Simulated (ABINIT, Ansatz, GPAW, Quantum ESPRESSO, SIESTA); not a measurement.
# Mo₃Os (Pm-3n, 8 atoms in the cell) computed with different codes at matched settings

Self-consistent single point, at a second geometry (lattice scaled by 0.98). First geometry:

```xyz
8
Lattice="4.9763 0.0000 0.0000 0.0000 4.9763 0.0000 0.0000 0.0000 4.9763" Properties=species:S:1:pos:R:3 pbc="T T T"
Mo     1.2441     0.0000     2.4881
Mo     3.7322     0.0000     2.4881
Mo     2.4881     3.7322     0.0000
Mo     2.4881     1.2441     0.0000
Mo     0.0000     2.4881     3.7322
Mo     0.0000     2.4881     1.2441
Os     0.0000     0.0000     0.0000
Os     2.4881     2.4881     2.4881
```

Shared settings, as Ansatz (a program for electronic structure) writes them: kpoints.mp_grid.grid = 5 5 5; scf.occupations.method = gaussian; scf.occupations.width = 0.2 eV. Potentials and cutoffs stand in the table.

| code | model | ΔF from the first geometry (meV/atom) | pressure (GPa) | cutoff |
|---|---|---|---|---|
| SIESTA | LDA PW92, numerical atomic orbitals TZP, PseudoDojo LDA standard norm-conserving potentials (rewritten from UPF to PSML) | -17.5 | 7.37 | grid 350 Ry |
| GPAW | LDA (Perdew-Wang 92), GPAW PAW datasets LDA (gpaw-data 1.0.1) | -19.0 | 6.24 | 550 eV |
| ABINIT | LDA (PW92), PAW (JTH v2.0 LDA PAW) | -8.8 | 8.56 | 544 eV |
| Ansatz | LDA (PW92), PAW files made with PBE | -9.4 | 8.41 | 420 eV |
| Quantum ESPRESSO | LDA (PZ), GBRV 1.5 ultrasoft (LDA) pseudopotentials | -10.2 | 8.06 | 40 Ry |

On Ansatz's run: spin-orbit coupling is off. Spin polarisation is off.

The spread over the programs that give each value: ΔF from the first geometry within 10.2 meV/atom; pressure within 2.32 GPa.

SIESTA uses small atom-centred bases, whose incompleteness enters pressures, forces and empty levels differently from a plane-wave cutoff. Ansatz's pressure is given at a fixed set of plane waves, as the other plane-wave codes print theirs. The same LDA comes in different parametrisations, which differ slightly. In the pressure, GPAW (by 1.99) lies more than 1 GPa from the median of the plane-wave programs.

The starting cell comes from a database of computed structures (which also holds hypothetical and non-ambient phases and stackings), without a prior relaxation at this level. For this run, on top of that: lattice scaled by 0.98.

Left out of this page: Elk and FLEUR (not drawn, or without a comparable value).

Keys are those of Ansatz 0.2.
